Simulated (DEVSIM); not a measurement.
Device: abrupt Si n-p junction, at 250 K.

Layer 1 from the left is Si, thickness (μm) 12.0, Nd (cm⁻³) 7.2e15, τn (s) 2.6e-6, τp (s) 2.6e-6. Layer 2 from the left is Si, thickness (μm) 61.0, Na (cm⁻³) 2.1e15, τn (s) 2.6e-6, τp (s) 2.6e-6.

Left contact: ohmic. Right contact: ohmic. Voltage is applied to the left contact. Recombination: SRH at mid-gap, radiative, Auger. Mobility is μmin + (μ − μmin)/(1 + (N/Nref)^α).

The device is made up for the run: typed textbook-type constants, with dimensions and the other settings drawn at random. Values at 300 K; Nc and Nv go as T^1.5, mobilities as T to minus their exponent, the gap by Varshni's rule with the affinity fixed.

Si: gap (eV) 1.124, affinity (eV) 4.05, permittivity 11.7, Nc (cm⁻³) 2.86e19, Nv (cm⁻³) 3.1e19, μn (cm²/Vs) 1417, μp (cm²/Vs) 470, μn,min 52, μp,min 45, Nref,n 9.7e16, Nref,p 2.2e17, αn 0.68, αp 0.72, T exponent of μn 2.3, T exponent of μp 2.2, B (cm³/s) 4.7e-15, Cn (cm⁶/s) 2.8e-31, Cp (cm⁶/s) 9.9e-32, Varshni α (eV/K) 0.000473, Varshni β (K) 636.

Model (solved in DEVSIM): 1D drift-diffusion, Boltzmann statistics, complete ionisation; no tunnelling, impact ionisation, image-force lowering or self-heating.

Dark forward current:

```tsv
|V| (V)	|J| (A/cm²)
0.05	2.811e-11
0.10	1.155e-10
0.15	4.091e-10
0.20	1.432e-9
0.25	5.258e-9
0.30	2.204e-8
0.35	1.177e-7
0.40	8.344e-7
0.45	7.241e-6
0.50	6.932e-5
0.55	0.0006897
0.60	0.006941
0.65	0.06849
0.70	0.5681
0.75	2.856
0.80	8.552
0.85	18.48
0.90	32.90
0.95	51.89
1.00	75.44
1.05	103.5
1.10	136.1
1.15	173.2
1.20	214.8
1.25	260.7
1.30	311.0
```

**Question.** Work out the local ideality factor n = ΔV / (kT/q · ln(J2/J1)) between the rows 0.10 and 0.15 V, 0.55 and 0.60 V, 1.25 and 1.30 V.

**Answer.** kT/q = 21.54 mV. From 0.10 to 0.15 V: ln(4.091e-10/1.155e-10) = 1.265, n = 1.84. From 0.55 to 0.60 V: ln(0.006941/0.0006897) = 2.309, n = 1.01, near the 1 of diffusion or emission over a barrier. From 1.25 to 1.30 V: ln(311.0/260.7) = 0.176, n = 13.16.

**Question.** Estimate the current at 0.55 V from the Shockley equation with J0 = Σ q ni² D/(N L) coth(W/L), τ joining the SRH, radiative and Auger lifetimes that are on, and W taken as the whole layer.

**Answer.** ni² = 6.36e15 cm⁻⁶; holes in the n layer: μ = 652 cm²/Vs, D = 14.0 cm²/s, τ = 2.60e-6 s, L = 60.4 μm, W/L = 0.20, term 1.68e-15 A/cm²; electrons in the p layer: μ = 2010 cm²/Vs, D = 43.3 cm²/s, τ = 2.60e-6 s, L = 106 μm, W/L = 0.57, term 3.82e-15 A/cm². J0 = 5.50e-15 A/cm², and J = J0 exp(qV/kT) = 0.000675 A/cm². The simulation gives 0.000690 A/cm²; the estimate lies 2.1 % below. The estimate leaves out recombination in the depletion region and that region's share of W.
